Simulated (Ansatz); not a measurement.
Ansatz (an electronic-structure program) run on CaGe2Au2 (I4mm, 5 atoms in the cell): self-consistent single point.

Method: LDA (PW92), default PAW files made with PBE (plane waves; Ansatz).

```yaml
crystal:
  lattice:
    - [-2.21848, 2.21848, 5.12244]
    - [2.21848, -2.21848, 5.12244]
    - [2.21848, 2.21848, -5.12244]
  atoms:
    - { symbol: Ca, position: [0.00488, 0.00488, 0.00000] }
    - { symbol: Ge, position: [0.38161, 0.38161, 0.00000] }
    - { symbol: Ge, position: [0.61839, 0.61839, 0.00000] }
    - { symbol: Au, position: [0.75000, 0.25000, 0.50000] }
    - { symbol: Au, position: [0.25000, 0.75000, 0.50000] }
```

Reference input (self-consistent single point, DFT, LDA (PW92), plane waves, default PAW files made with PBE): basis.ecutwfc = 420 eV; kpoints.mp_grid.grid = 8 8 8; hamiltonian.xc = lda; hamiltonian.pseudopotentials = {kind: paw} (the program's default PAW files); scf.occupations.method = gaussian; scf.occupations.width = 0.1 eV. This run's input differs from it in these lines:

Ansatz 0.2 input:
```diff
@@ -14,3 +14,3 @@
 kpoints:
-  mp_grid: { grid: [8, 8, 8] }
+  mp_grid: { grid: [25, 25, 25] }
 hamiltonian:
@@ -19,3 +19,3 @@
 scf:
-  occupations: { method: gaussian, width: 0.1 eV }
+  occupations: { method: gaussian, width: 0.02 eV }
 output:
```

Output (repeated stretches shortened):

```
SCF iter   1: F=—  HF=-35936.403193 eV  |F-HF|=—  |Δ(HF+E_count)|=         —  Δρ=5.65e-3  dr2=1.56e-2  ethr=1.77e-3  ⟨swp⟩=7.0  Hψ=217463  notcnv=0  defer=68
all-band conjugate gradients solve this SCF's bands
preconditioner: auto → Kerker (q_TF=auto, 2.603 Å⁻¹)
the mixing steps aren't corrected for partly filled atomic shells, since the memory limit or a GPU had no room for it …
   [... lines left out ...]
SCF iter   5: F=—  HF=-35936.399826 eV  |F-HF|=—  |Δ(HF+E_count)|=   1.66e-5  Δρ=8.54e-5  dr2=1.24e-5  ethr=1.52e-7  ⟨swp⟩=2.0  Hψ=85446  notcnv=0  defer=3247
SCF iter   6: F=—  HF=-35936.399976 eV  |F-HF|=—  |Δ(HF+E_count)|=   1.51e-4  Δρ=2.65e-5  dr2=1.46e-6  ethr=1.63e-8  ⟨swp⟩=2.0  Hψ=85452  notcnv=0  defer=3247
SCF iter   7: F=—  HF=-35936.399976 eV  |F-HF|=—  |Δ(HF+E_count)|=   4.54e-7  Δρ=1.12e-5  dr2=2.07e-7  ethr=1.93e-9  ⟨swp⟩=2.0  Hψ=85444  notcnv=0  defer=3247
SCF iter   8: F=-35936.399976 eV  HF=-35936.399976 eV  |F-HF|=1.22e-8  |Δ(HF+E_count)|=   4.50e-8  Δρ=3.81e-6  dr2=2.37e-8  ethr=1.32e-10  ⟨swp⟩=8.7  Hψ=222450  notcnv=0
SCF 1 converged in 8 iterations: F = -35936.399976 eV  dr2 = 2.37e-8
Free energy (F): -35936.399976 eV
Internal energy: -35936.399654 eV  (E = F + TS)
E sigma→0 (E₀):  -35936.399815 eV
Entropy (-TS):   -0.000322 eV (-0.064 meV/atom)
Fermi energy:    13.126139 eV
--- Forces (eV/Å), atoms counted from 1 ---
  atom   1  Ca    -0.00000000    -0.00000000    -0.10360564
  atom   2  Ge    -0.00000000     0.00000000    -0.18978249
  atom   3  Ge     0.00000000     0.00000000     0.22682341
  atom   4  Au     0.00000000    -0.00000000     0.03328395
  atom   5  Au    -0.00000000    -0.00000000     0.03328395
--- Stress (GPa, compression-positive) ---
       -3.249137       0.000000       0.000000
        0.000000      -3.249137       0.000000
        0.000000       0.000000      -2.970947
  P = ⅓ Tr σ = -3.1564 GPa (-31.564 kbar)
  The stress holds the Pulay correction. Without it, at fixed plane waves, as pw.x and ABINIT print it: P = -3.1860 GPa
```

The run converged in 8 iterations. Against the reference run the free energy is nearly the same (within 1 meV/atom), the pressure moves little (-3.22 to -3.16 GPa) and the largest force goes from 0.192 to 0.227 eV/Å.

The starting cell comes from a database of computed structures (which also holds hypothetical and non-ambient phases and stackings), without a prior relaxation at this level. Its lattice was rescaled by up to half a per cent. One atom was moved a little off its site on purpose. With a pressure of about -3 GPa the cell is away from its equilibrium volume at this level. Ansatz's pressure includes its estimate of the finite-basis (Pulay) stress.

Cost on one core of a shared machine: roughly 5 min.
